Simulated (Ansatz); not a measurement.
An Ansatz (a quantum-chemistry and plane-wave program) run: C with a change (uniaxial strain ε_zz = +2.50 %); Ansatz r2SCAN, no spin-orbit coupling.

Input:

Ansatz 0.2 input:
```yaml
crystal:
  lattice:
    - [0, 1.7801402754, 1.8246437823]
    - [1.7801402754, 0, 1.8246437823]
    - [1.7801402754, 1.7801402754, 0]
  atoms:
    - { symbol: C, position: [0, 0, 0] }
    - { symbol: C, position: [0.25, 0.25, 0.25] }
basis: { ecutwfc: 500, ecutrho_ratio: 4, xc_grid: 4, fft_grid_basis: typed }
kpoints: { mp_grid: { grid: [16, 16, 16] } }
hamiltonian:
  xc: r2scan
  dispersion: none
  pseudopotentials: { kind: paw }
scf: { occupations: { method: fermi_dirac, width: 0.05 }, convergence: { dr2_threshold: 0.0000000002 } }
relax: { f_tol: 0.005, max_steps: 50 }
output: { forces: true, stress: true }
checkpoint: { write: state.ck, write_every: 1000 }
```

Output (explanatory and most iteration lines left out):

```
Relaxation: its limit of steps is 50 (relax.max_steps)
Pseudopotential: C, paw, valence charge 4
Crystal: 2 atoms, lattice volume = 11.564 Å³
Basis set: ecut = 500 eV, 291 PW (Γ), exchange–correlation on 80×80×80 points (64 copies of the dense FFT grid, shifted against one another)
Bands: 8, of which v1, the nominal top of the filled ones, is band 4 counted from 1 (3 counted from 0)
Symmetry: 16 space group operations
Space group: I41/amd (ITA 141), of the structure as read, at distance tolerance 2.3e-5 Å
k-points: 349 of 4096
Functional: x = r2scan, c = r2scan; τ floored in thin density (d = 2e-4 eV/Å³)
SCF iter   1: F=—  HF=-503.033736 eV  |F-HF|=—  |Δ(HF+E_count)|=         —  Δρ=8.87e-3  dr2=2.44e-3  dr2_τ=3.60e-1  ethr=1.77e-3  ⟨swp⟩=5.0  Hψ=18612  notcnv=0
SCF iter   2: F=—  HF=-503.087552 eV  |F-HF|=—  |Δ(HF+E_count)|=   5.38e-2  Δρ=5.55e-3  dr2=9.89e-4  dr2_τ=5.58e-5  ethr=3.04e-5  ⟨swp⟩=2.0  Hψ=8376  notcnv=0
SCF 1 converged in 7 iterations: F = -503.087612 eV  dr2 = 2.91e-11
relax step   1: F+E_penalty+E_count = -503.08761161 eV  Δ(F+E_penalty+E_count) = +0.000e0 eV  max|allowed force component| = 1.388e-16 eV/Å  Δτ_max = 0.0000 Å  (7 SCF iters, accepted)
Crystal: 2 atoms, lattice volume = 11.564 Å³
SCF iter   1: F=—  HF=-503.087612 eV  |F-HF|=—  |Δ(HF+E_count)|=         —  Δρ=9.28e-7  dr2=2.91e-11  dr2_τ=4.50e-12  ethr=1.00e-12  ⟨swp⟩=1.0  Hψ=20365  notcnv=0
SCF iter   2: F=-503.087612 eV  HF=-503.087612 eV  |F-HF|=6.03e-12  |Δ(HF+E_count)|=  1.74e-11  Δρ=4.66e-7  dr2=7.38e-12  dr2_τ=8.64e-13  ethr=1.00e-12  ⟨swp⟩=3.0  Hψ=6980  notcnv=0
SCF 2 converged in 2 iterations: F = -503.087612 eV  dr2 = 7.38e-12
SCF converged after 2 iterations
Free energy (F): -503.087612 eV
Internal energy: -503.087612 eV  (E = F + TS)
E sigma→0 (E₀):  -503.087612 eV
Fermi energy:    15.045309 eV
--- Forces (eV/Å), atoms counted from 1 ---
  atom   1  C     -0.00000000    -0.00000000     0.00000000
  atom   2  C      0.00000000    -0.00000000    -0.00000000
--- Stress (GPa, compression-positive) ---
       -2.461960       0.000000      -0.000000
        0.000000      -2.461960      -0.000000
       -0.000000      -0.000000     -26.886548
  P = ⅓ Tr σ = -10.6035 GPa (-106.035 kbar)
--- Relaxed structure (1 steps of the walk, 1 accepted, 0 SCFs on fresh bases) ---
  atoms:
    - { symbol: C, position: [0.0, 0.0, 0.0] }
    - { symbol: C, position: [0.25, 0.25, 0.24999999999999994] }
```

No phonon test of stability was made. The cell was made from C in the diamond structure (space group Fd-3m, No. 227) by this change: uniaxial strain ε_zz = +2.50 %.
